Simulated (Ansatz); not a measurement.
# Input and output of a self-consistent single point for LaNi2Ge2 (I4mm, 5 atoms in the cell) (Ansatz)

Method of the run: LDA (PW92), default PAW files made with PBE (plane waves; Ansatz, an electronic-structure program).

The input file:

Ansatz 0.2 input:
```yaml
crystal:
  lattice:
    - [-2.098441, 2.098441, 4.955597]
    - [2.098441, -2.098441, 4.955597]
    - [2.098441, 2.098441, -4.955597]
  atoms:
    - { symbol: La, position: [0.005045, 0.005045, 0.000000] }
    - { symbol: Ni, position: [0.250000, 0.750000, 0.500000] }
    - { symbol: Ni, position: [0.750000, 0.250000, 0.500000] }
    - { symbol: Ge, position: [0.636610, 0.636610, 0.000000] }
    - { symbol: Ge, position: [0.363390, 0.363390, 0.000000] }
basis:
  ecutwfc: 30.9 Ry
kpoints:
  mp_grid: { grid: [6, 6, 6] }
hamiltonian:
  xc: lda
  pseudopotentials: { kind: paw }
scf:
  occupations: { method: gaussian, width: 0.0073 Ry }
output:
  forces: true
  eigenvalues: true
  stress: true
```

Log, with long lists cut:

```
WARN ansatz: RAYON_NUM_THREADS=1 ignored (pool sized by the plan → 1); use --threads N
Pseudopotentials: kind: paw
Pseudopotential: La, paw, valence charge 11
Pseudopotential: Ni, paw, valence charge 18
Pseudopotential: Ge, paw, valence charge 14
Crystal: 5 atoms, lattice volume = 87.287 Å³
Basis set: ecut = 420.4159175005146 eV, 1669 PW (Γ)
Bands: 45, of which v1, the nominal top of the filled ones, is band 38 counted from 1 (37 counted from 0)
Symmetry: 8 space group operations
Space group: I4mm (ITA 107), of the structure as read, at distance tolerance 4.4e-5 Å
k-points: 30 of 216 (time reversal used)
PAW frozen core: La, regenerated for the run's functional, and the local potential with it
PAW frozen core: Ni, regenerated for the run's functional, and the local potential with it
PAW frozen core: Ge, regenerated for the run's functional, and the local potential with it
Initial density: superposition of atomic densities (neutral atoms: chi_scale 0, normalization atom), corrected by the library's trained network
Initial wavefunctions: pseudopotential atomic-orbital guess
Eigensolver: davidson
Functional: x = slater, c = lda
SCF iter   1: F=—  HF=-26057.928893 eV  |F-HF|=—  |Δ(HF+E_count)|=         —  Δρ=9.55e-3  dr2=3.95e-2  ethr=1.77e-3  ⟨swp⟩=5.7  Hψ=4540  notcnv=0
all-band conjugate gradients solve this SCF's bands
preconditioner: auto → Kerker (q_TF=auto, 2.660 Å⁻¹)
SCF iter   2: F=—  HF=-26057.918371 eV  |F-HF|=—  |Δ(HF+E_count)|=   1.05e-2  Δρ=3.37e-3  dr2=1.30e-2  ethr=5.27e-5  ⟨swp⟩=2.0  Hψ=2873  notcnv=0  defer=52
SCF iter   3: F=—  HF=-26057.915594 eV  |F-HF|=—  |Δ(HF+E_count)|=   2.78e-3  Δρ=1.63e-3  dr2=3.17e-3  ethr=1.74e-5  ⟨swp⟩=2.0  Hψ=1662  notcnv=0  defer=52
SCF iter   4: F=—  HF=-26057.914684 eV  |F-HF|=—  |Δ(HF+E_count)|=   9.10e-4  Δρ=3.03e-4  dr2=4.74e-5  ethr=4.23e-6  ⟨swp⟩=2.0  Hψ=2462  notcnv=0  defer=52
SCF iter   5: F=—  HF=-26057.914655 eV  |F-HF|=—  |Δ(HF+E_count)|=   2.88e-5  Δρ=1.21e-4  dr2=1.12e-5  ethr=6.31e-8  ⟨swp⟩=2.1  Hψ=2283  notcnv=0  defer=52
SCF iter   6: F=—  HF=-26057.914649 eV  |F-HF|=—  |Δ(HF+E_count)|=   5.98e-6  Δρ=4.22e-5  dr2=2.31e-6  ethr=1.49e-8  ⟨swp⟩=2.6  Hψ=2547  notcnv=0  defer=52
SCF iter   7: F=—  HF=-26057.914649 eV  |F-HF|=—  |Δ(HF+E_count)|=   3.51e-7  Δρ=1.18e-5  dr2=1.05e-7  ethr=3.08e-9  ⟨swp⟩=2.2  Hψ=1950  notcnv=0  defer=52
SCF iter   8: F=-26057.914649 eV  HF=-26057.914649 eV  |F-HF|=5.08e-9  |Δ(HF+E_count)|=   1.95e-8  Δρ=2.89e-6  dr2=7.85e-9  ethr=1.33e-10  ⟨swp⟩=10.0  Hψ=5801  notcnv=0
SCF 1 converged in 8 iterations: F = -26057.914649 eV  dr2 = 7.85e-9
SCF converged after 8 iterations
Free energy (F): -26057.914649 eV
Harris-Foulkes:  -26057.914649 eV  (|F-HF|=5.08e-9)
Internal energy: -26057.894120 eV  (E = F + TS)
E sigma→0 (E₀):  -26057.904384 eV
Entropy (-TS):   -0.020529 eV (-4.106 meV/atom)
Fermi energy:    13.524319 eV
--- Per-component energies (eV) ---
  E_band       = -885.492799
  E_kinetic    = 988.337708
  E_local      = -14201.719405  (includes V_loc(G=0)·N_el)
  E_nonlocal   = 2225.922083
  E_hartree    = 6183.356446
  E_xc         = -459.976217
  E_vxc        = -499.357057  (∫ρ·V_xc dr)
  E_paw        = -12259.845004  (= ΣΔE_a)
  E_vpaw       = -1765.399801  (= ΣTr[D̂ρ^β])
  E_aug_tail   = 0.001385  (compensation charges beyond the density's cutoff)
  E_ewald      = -8538.978727
  E_core_change = 5.007610  (= ΣΔE_core)
  E_smearing   = -0.020529  (= −TS)
  E_closure    = -0.000000  (closes the sum)
  Σ components = -26057.914649   (vs F -26057.914649, Δ=0.00e0)
--- Forces (eV/Å), atoms counted from 1 ---
  atom   1  La     0.00000000     0.00000000    -0.23494769
  atom   2  Ni    -0.00000000     0.00000000     0.05697521
  atom   3  Ni     0.00000000    -0.00000000     0.05697521
  atom   4  Ge     0.00000000    -0.00000000     0.21276412
  atom   5  Ge    -0.00000000     0.00000000    -0.09176403
  max |Σ_I F_I| component: 2.81e-6 eV/Å
--- Stress (GPa, compression-positive) ---
       -7.094787       0.000000      -0.000000
        0.000000      -7.094787      -0.000000
       -0.000000       0.000000      -6.583456
  P = ⅓ Tr σ = -6.9243 GPa (-69.243 kbar)
  The stress holds the Pulay correction. Without it, at fixed plane waves, as pw.x and ABINIT print it: P = -6.9663 GPa
--- Band table (eV; the first three rows and the last of 30) ---
  k-point 0: bands = ["-88.6707", "-88.6688", "-49.5187", "-49.5160", "-49.5144", "-49.5144", "-49.4968", "-49.4968", "-18.7105", "-10.6530", "-10.6108", "-10.6108", "-10.5764", "-10.5764", "-10.5595", "-10.5515", "-10.5501", "-10.5414", "-10.5252", [...]
  k-point 1: bands = ["-88.6705", "-88.6690", "-49.5184", "-49.5164", "-49.5152", "-49.5108", "-49.5005", "-49.4961", "-18.7004", "-10.6534", "-10.6132", "-10.6116", "-10.5776", "-10.5752", "-10.5581", "-10.5502", "-10.5486", "-10.5410", "-10.5266", [...]
  k-point 2: bands = ["-88.6700", "-88.6695", "-49.5177", "-49.5175", "-49.5170", "-49.5072", "-49.5043", "-49.4940", "-18.6807", "-10.6539", "-10.6194", "-10.6132", "-10.5800", "-10.5724", "-10.5555", "-10.5481", "-10.5454", "-10.5389", "-10.5292", [...]
  k-point 29: bands = ["-88.6707", "-88.6688", "-49.5187", "-49.5160", "-49.5144", "-49.5144", "-49.4968", "-49.4968", "-18.7086", "-10.6571", "-10.6181", "-10.6181", "-10.5688", "-10.5688", "-10.5616", "-10.5480", "-10.5458", "-10.5375", [...]
```

The run converged in 8 iterations.

The starting cell comes from a database of computed structures (which also holds hypothetical and non-ambient phases and stackings), without a prior relaxation at this level. Its lattice was rescaled by up to half a per cent. One atom was moved a little off its site on purpose. Spin polarisation is off. With a pressure of about -7 GPa the cell is away from its equilibrium volume at this level. Ansatz's pressure includes its estimate of the finite-basis (Pulay) stress.
